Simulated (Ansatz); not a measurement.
Take PbSe in the rock salt structure (space group Fm-3m, No. 225) as the base.

```yaml
crystal:
  lattice:
    - [0.00000, 3.08901, 3.08901]
    - [3.08901, 0.00000, 3.08901]
    - [3.08901, 3.08901, 0.00000]
  atoms:
    - { symbol: Se, position: [0.00000, 0.00000, 0.00000] }
    - { symbol: Pb, position: [0.50000, 0.50000, 0.50000] }
```

Cartesian axes are those of the cell as printed.

Level of theory: Ansatz (an electronic-structure program) r2SCAN, no spin-orbit coupling.

It is then changed as follows: uniaxial strain ε_zz = +1.87 %, all other strain components held at zero; the atoms relax in the strained cell.

Predict the stress tensor and what it implies for the stiffness.

Stress of the strained cell less that of the base (GPa, compression positive):
```
  -0.24    0.00    0.00
   0.00   -0.24    0.00
   0.00    0.00   -2.11
```

Then −Δσ_ii/ε with ε = 0.0187 gives secant stiffness values (nonlinear terms included at this strain): C33 ≈ 113 GPa.

Whether these cells are dynamically stable was not tested.
